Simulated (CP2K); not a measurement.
## A self-consistent single point of YAu (Cmcm, 4 atoms in the cell) with CP2K

Method: CP2K with PBEsol, GPW, DZVP-MOLOPT-SR-GTH basis, GTH-PBE potentials (GTH_POTENTIALS).

This input was run:

```
&GLOBAL
  PROJECT run
  RUN_TYPE ENERGY_FORCE
  PRINT_LEVEL MEDIUM
&END GLOBAL
&FORCE_EVAL
  METHOD Quickstep
  STRESS_TENSOR ANALYTICAL
  &DFT
    BASIS_SET_FILE_NAME BASIS_MOLOPT
    POTENTIAL_FILE_NAME GTH_POTENTIALS
    &QS
      METHOD GPW
      EPS_DEFAULT 1E-10
    &END QS
    &MGRID
      CUTOFF 500
      REL_CUTOFF 40
      NGRIDS 5
    &END MGRID
    &SCF
      SCF_GUESS ATOMIC
      EPS_SCF 1E-7
      MAX_SCF 100
      ADDED_MOS 8
      &DIAGONALIZATION
        ALGORITHM STANDARD
      &END DIAGONALIZATION
      &MIXING
        METHOD BROYDEN_MIXING
        ALPHA 0.2
        NBUFFER 10
      &END MIXING
      &SMEAR ON
        METHOD FERMI_DIRAC
        ELECTRONIC_TEMPERATURE [K] 1160.45
      &END SMEAR
    &END SCF
    &KPOINTS
      SCHEME MONKHORST-PACK 6 6 5
      GAMMA_CENTERED T
    &END KPOINTS
    &XC
      &XC_FUNCTIONAL
        &PBE
          PARAMETRIZATION PBESOL
        &END PBE
      &END XC_FUNCTIONAL
    &END XC
    &PRINT
      &MO
        EIGENVALUES T
        OCCUPATION_NUMBERS T
        NDIGITS 8
        FILENAME mo
        &EACH
          QS_SCF 0
        &END EACH
        ADD_LAST NUMERIC
      &END MO
      &MULLIKEN ON
      &END MULLIKEN
    &END PRINT
  &END DFT
  &SUBSYS
    &CELL
      A 5.78369200 0.00000000 0.00000000
      B -4.57059400 3.54411600 0.00000000
      C 0.00000000 0.00000000 4.64123000
      PERIODIC XYZ
    &END CELL
    &COORD
      Y        4.35014110     0.49068286     3.48092250
      Y       -3.13704310     3.05343314     1.16030750
      Au       1.50861440     1.46329461     3.48092250
      Au      -0.29551640     2.08082139     1.16030750
    &END COORD
    &KIND Y
      BASIS_SET DZVP-MOLOPT-SR-GTH-q11
      POTENTIAL GTH-PBE-q11
    &END KIND
    &KIND Au
      BASIS_SET DZVP-MOLOPT-SR-GTH-q11
      POTENTIAL GTH-PBE-q11
    &END KIND
  &END SUBSYS
  &PRINT
    &FORCES ON
    &END FORCES
    &STRESS_TENSOR ON
    &END STRESS_TENSOR
  &END PRINT
&END FORCE_EVAL
```

Log, with long lists cut:

```
 GLOBAL| Method name                                                        CP2K
 GLOBAL| Project name                                                        run
 GLOBAL| Run type                                                   ENERGY_FORCE

 CELL| Volume [angstrom^3]:                                            95.136282
 CELL| Vector a [angstrom]:       5.784     0.000     0.000   |a| =     5.783692
 CELL| Vector b [angstrom]:      -4.571     3.544     0.000   |b| =     5.783692
 CELL| Vector c [angstrom]:       0.000     0.000     4.641   |c| =     4.641230
 CELL| Angle (b,c), alpha [degree]:                                    90.000000
 CELL| Angle (a,c), beta  [degree]:                                    90.000000
 CELL| Angle (a,b), gamma [degree]:                                   142.209394
 CELL| Numerically orthorhombic:                                              NO
 CELL| Periodicity                                                           XYZ

 DFT| Spin restricted Kohn-Sham (RKS) calculation                            RKS
 DFT| Multiplicity                                                             1
 DFT| Number of spin states                                                    1
 DFT| Charge                                                                   0
 DFT| XC density smoothing                                                  NONE
 DFT| XC derivatives                                                          PW

 QS| Method:                                                                 GPW
 QS| Density plane wave grid type                        NON-SPHERICAL FULLSPACE
 QS| Number of grid levels:                                                    5
 QS| Density cutoff [a.u.]:                                                250.0
 QS| Multi grid cutoff [a.u.]: 1) grid level                               250.0
   [... lines left out ...]
 BRILLOUIN| Wavefunction type                                            COMPLEX
 BRILLOUIN| List of Kpoints [2 Pi/Bohr]                                       92
 BRILLOUIN| Number           Weight            X              Y              Z
 BRILLOUIN|     1           0.01111       -0.33333       -0.33333       -0.40000
 BRILLOUIN|     2           0.01111       -0.33333       -0.33333       -0.20000
 BRILLOUIN|     3           0.01111       -0.33333       -0.33333        0.00000
   [... 89 lines left out ...]
 *******************************************************************************

 Extrapolation method: initial_guess

 Re-scaling the density matrix to get the right number of electrons
                  # Electrons              Trace(P)               Scaling factor
                           44                44.000                        1.000

 Number of electrons:                                                         44
 Number of occupied orbitals:                                                 22
 Number of molecular orbitals:                                                30

 Number of orbital functions:                                                102
 Number of independent orbital functions:                                    102
 SCF WAVEFUNCTION OPTIMIZATION

  Step     Update method      Time    Convergence         Total energy    Change
     1 NoMix/Diag. 0.20E+00      -     1.58790299      -143.3358601486 -1.43E+02
     2 Broy./Diag. 0.20E+00      -     0.14382330      -146.9963778609 -3.66E+00
     3 Broy./Diag. 0.20E+00      -     0.08680940      -144.7388743356  2.26E+00
     4 Broy./Diag. 0.20E+00      -     0.06237783      -143.3071933312  1.43E+00
     5 Broy./Diag. 0.20E+00      -     0.01128394      -142.8101292465  4.97E-01
     6 Broy./Diag. 0.20E+00      -     0.00771303      -142.9878819212 -1.78E-01
     7 Broy./Diag. 0.20E+00      -     0.00478953      -143.0613582953 -7.35E-02
   [... 4 lines left out ...]
    12 Broy./Diag. 0.20E+00      -     0.00001104      -143.0268375653  6.21E-04
    13 Broy./Diag. 0.20E+00      -     0.00000279      -143.0266898859  1.48E-04
    14 Broy./Diag. 0.20E+00      -     0.00000092      -143.0266970017 -7.12E-06
    15 Broy./Diag. 0.20E+00      -     0.00000043      -143.0267020858 -5.08E-06
    16 Broy./Diag. 0.20E+00      -     0.00000006      -143.0267039472 -1.86E-06
  *** SCF run converged in    16 steps ***

  Electronic density on regular grids:        -43.9999999992        0.0000000008
  Core density on regular grids:               43.9999999946       -0.0000000054
  Total charge density on r-space grids:       -0.0000000046
  Total charge density g-space grids:          -0.0000000046

  Overlap energy of the core charge distribution:               0.00000000044828
  Self energy of the core charge distribution:               -259.42655016550088
  Core Hamiltonian energy:                                     67.72697389775242
  Hartree energy:                                              69.06691279519268
  Exchange-correlation energy:                                -20.39050583438006
  Electronic entropic energy:                                  -0.00353464068784
  Fermi energy:                                                 0.34353235489586

  Total energy:                                              -143.02670394720670
  Total energy (extrapolated to T->0):                       -143.02493662686277

                     Mulliken Population Analysis

 #  Atom  Element  Kind  Atomic population                           Net charge
       1     Y        1         10.007986                              0.992014
       2     Y        1         10.007975                              0.992025
       3     Au       2         11.992018                             -0.992018
       4     Au       2         11.992021                             -0.992021
 # Total charge                             44.000000                 -0.000000

 ENERGY| Total FORCE_EVAL ( QS ) energy [hartree]           -143.026703920501888

 FORCES| Atomic forces [hartree/bohr]
 FORCES|   Atom     x               y               z               |f|
 FORCES|      1 -4.83090864E-04  1.65370882E-04 -8.77678074E-10   5.10611703E-04
 FORCES|      2  4.82982281E-04 -1.65364010E-04  8.77697233E-10   5.10506747E-04
 FORCES|      3  9.96242628E-04 -3.40966433E-04  3.19647421E-12   1.05297554E-03
 FORCES|      4 -9.96134043E-04  3.40959560E-04 -3.18778412E-12   1.05287058E-03
 FORCES| Sum     1.15123883E-12 -1.19934965E-12  2.78488456E-14
 FORCES| Total atomic force                                       1.66269840E-12

 STRESS| Analytical stress tensor [bar]
 STRESS|                        x                   y                   z
 STRESS|      x       -8.87435601949E+03  -9.85592552798E+02   1.75447265884E-05
 STRESS|      y       -9.85592552798E+02  -1.14159948467E+04  -6.00557800228E-06
 STRESS|      z        1.75447265884E-05  -6.00557800228E-06  -1.09414572124E+04
 STRESS| 1/3 Trace                                            -1.04106026929E+04
```

The run converged in 16 iterations.

The starting cell comes from a database of computed structures (which also holds hypothetical and non-ambient phases and stackings), without a prior relaxation at this level. Values carry the incompleteness of an atom-centred basis. The potentials were made for another functional than the one used.

Cost on one core of a shared machine: roughly 3 min.
